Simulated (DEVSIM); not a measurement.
## Si p+/n-/n+ power diode

Device: Si p+/n-/n+ power diode, at 300 K.

| layer (left to right) | material | thickness (μm) | Nd (cm⁻³) | Na (cm⁻³) | τn (s) | τp (s) |
|---|---|---|---|---|---|---|
| 1 | Si | 2.50 | - | 4e18 | 0.00022 | 0.00022 |
| 2 | Si | 47.0 | 7e15 | - | 0.00022 | 0.00022 |
| 3 | Si | 34.0 | 1.4e18 | - | 0.00022 | 0.00022 |

Left contact: ohmic. Right contact: ohmic. Voltage is applied to the left contact. Recombination: SRH at mid-gap. Mobility is μmin + (μ − μmin)/(1 + (N/Nref)^α).

Constants are typed, rounded textbook-type inputs, not results; the design itself was drawn at random and stands for no fabricated device. Values at 300 K.

```tsv
parameter	Si
gap (eV)	1.124
affinity (eV)	4.05
permittivity	11.7
Nc (cm⁻³)	2.86e19
Nv (cm⁻³)	3.1e19
μn (cm²/Vs)	1417
μp (cm²/Vs)	470
μn,min	52
μp,min	45
Nref,n	9.7e16
Nref,p	2.2e17
αn	0.68
αp	0.72
```

Model (solved in DEVSIM): 1D drift-diffusion, Boltzmann statistics, complete ionisation; no tunnelling, impact ionisation, image-force lowering or self-heating.

```yaml
potential_step_across_the_device_at_zero_bias: 0.993 V
Dark forward voltage at 1 A/cm²: 0.776 V
Dark forward voltage at 100 A/cm²: 0.907 V
```

Dark forward current:

(V (V), J (A/cm²)): (0.05, 2.4e-11); (0.15, 2.9e-10); (0.20, 1.0e-9); (0.30, 2.1e-8); (0.35, 1.2e-7); (0.45, 5.3e-6); (0.55, 0.00025); (0.60, 0.0017); (0.70, 0.063); (0.80, 2.4); (0.85, 15); (0.95, 320); (1.00, 860); (1.10, 3000)

Small-signal capacitance in reverse bias (quasi-static):

```csv
V (V),C (nF/cm²)
-1,18.2
-2.5,13.3
-5,10.0
-7.5,8.36
-10,7.33
-15,6.06
-20,5.28
-25,4.74
```
